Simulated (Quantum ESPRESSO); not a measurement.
## Cost against accuracy: ecutwfc for Ti5Sn3Au (P6_3/mcm, 18 atoms in the cell)

Cell: a = 8.3199 Å, b = 8.3199 Å, c = 5.6563 Å, α = 90.00°, β = 90.00°, γ = 120.00°.

Method of the run: PBEsol, GBRV 1.5 ultrasoft (PBESOL) pseudopotentials (plane waves; Quantum ESPRESSO 7.5).

Base settings: ecutwfc = 50 Ry; ecutrho = 400 Ry; occupations = smearing; smearing = methfessel-paxton; degauss = 0.0099958 Ry; K_POINTS = automatic 3 3 3 1 1 1; conv_thr = 1e-10 Ry.

Misses are taken against the tightest run, 50 Ry, which need not be fully converged itself. The energy is the free energy per atom.

The count of work is k-points × plane waves × bands × iterations; it is no time, and leaves out set-up, grids and terms that scale otherwise. Core times come from one kind of shared machine and are given to one figure; runs under 30 s give none.

The starting cell comes from a database of computed structures (which also holds hypothetical and non-ambient phases and stackings), without a prior relaxation at this level. Spin polarisation is off. In the base run, with a pressure of about -6 GPa the cell is away from its equilibrium volume at this level. Without a gap this mesh is coarse (it stands for a supercell whose shortest vector is 17 Å).

The runs (ecutwfc): 20 Ry (ecutrho: 400 Ry → 160 Ry) | 25 Ry (ecutrho: 400 Ry → 200 Ry) | 30 Ry (ecutrho: 400 Ry → 240 Ry) | 35 Ry (ecutrho: 400 Ry → 280 Ry) | 50 Ry.

Q: What does the step from 20 Ry (ecutrho: 400 Ry → 160 Ry) to 30 Ry (ecutrho: 400 Ry → 240 Ry) buy?

A: It takes the miss in the energy from 1600 to 150 meV/atom, for 2.5 times the count of work and roughly 2 times the time.

| ecutwfc | energy less reference (meV/atom) | pressure less reference (GPa) | largest difference in the force on any atom (eV/Å) | count of work / reference | core time / reference (rough) |
|---|---|---|---|---|---|
| 20 Ry (ecutrho: 400 Ry → 160 Ry) | 1621.08 | -42.81 | 0.222 | 0.19 | 0.2 |
| 25 Ry (ecutrho: 400 Ry → 200 Ry) | 542.74 | -16.55 | 0.006 | 0.34 | 0.4 |
| 30 Ry (ecutrho: 400 Ry → 240 Ry) | 146.62 | -6.28 | 0.000 | 0.48 | 0.5 |
| 35 Ry (ecutrho: 400 Ry → 280 Ry) | 37.54 | -0.22 | 0.000 | 0.59 | 0.6 |
| 50 Ry | 0.00 | 0.00 | 0.000 | 1.0 | 1 |

The last two settings still differ by 38 meV/atom, so the table cannot show that the reference is converged.
